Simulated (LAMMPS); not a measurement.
MD of FeAl (CsCl type) at zero pressure, 1024 atoms, as a crystal; each row is its own run.

Model: classical MD, pair style meam, file MoCoNiVFeAlCr_2nn.meam; code LAMMPS.

```csv
T (K),enthalpy (eV/atom)
200,-4.0702
700,-3.9275
1160,-3.7975
1400,-3.7305
1630,-3.6631
1860,-3.5948
```

Fit a straight line, y = a + b x, to these rows (x is the first column, y the second) and predict the run at x = 930.

Least squares gives a = -4.1279 and b = 0.0002854. At x = 930 the fit predicts -3.8624 eV/atom. The run itself gave -3.8619 ± 0.0003 eV/atom, so the fit is 0.5 meV/atom low.

Caution (rows 700; 930; 1160; 1400; 1630; 1860): a run this short can hold a crystal over, or a liquid under, the potential's own melting point, which these runs don't give.
